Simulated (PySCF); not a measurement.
PySCF 2.14.0, MP2 (frozen core)/cc-pvdz: O[Si@@H]1[C@H](F)C[Si@@H]1O, 14 atoms. The geometry is a generated start, not checked to be a minimum at this level.

```
Item                                                   Value
-------------------------------  ---------------------------
task                                                     mp2
basis                                                cc-pvdz
two-electron scheme              exact four-centre integrals
frozen core                                             true
mf.init_guess                                minao (default)
mf.DIIS                                      CDIIS (default)
mf.diis_space                                    8 (default)
mf.conv_tol                                  1e-09 (default)
basis functions (reference run)                          141
```

On 4 threads, 1 BLAS thread. Build: conda-forge: OpenMP (GNU), OpenBLAS with its own threads, libcint, Libxc. Single runs; times are not shown.

Values of mol.max_memory tried: 8000 MB, 4000 MB, 2000 MB, 1000 MB, 500 MB, 300 MB, 200 MB.

Problem. Which of these memory settings still run, and by which path?

Solution. It runs down to 200 MB, the lowest tried, with the same result. At 8000 MB: SCF integrals in memory, transformation in memory. From 500 MB down: direct SCF, transformation through a file.

| mol.max_memory | path | peak memory |
|---|---|---|
| 8000 MB | SCF integrals in memory, transformation in memory | 0.69 GiB |
| 4000 MB | SCF integrals in memory, transformation in memory | 0.69 GiB |
| 2000 MB | SCF integrals in memory, transformation in memory | 0.69 GiB |
| 1000 MB | SCF integrals in memory, transformation in memory | 0.69 GiB |
| 500 MB | direct SCF, transformation through a file | 0.50 GiB |
| 300 MB | direct SCF, transformation through a file | 0.51 GiB |
| 200 MB | direct SCF, transformation through a file | 0.50 GiB |

Peak memory is the kernel's count for the largest process, libraries included and scratch files not. The peak passes the setting at 500 MB, 300 MB, 200 MB: it is no hard cap. MP2's transformation through a file may take 2000 MB even at lower settings.
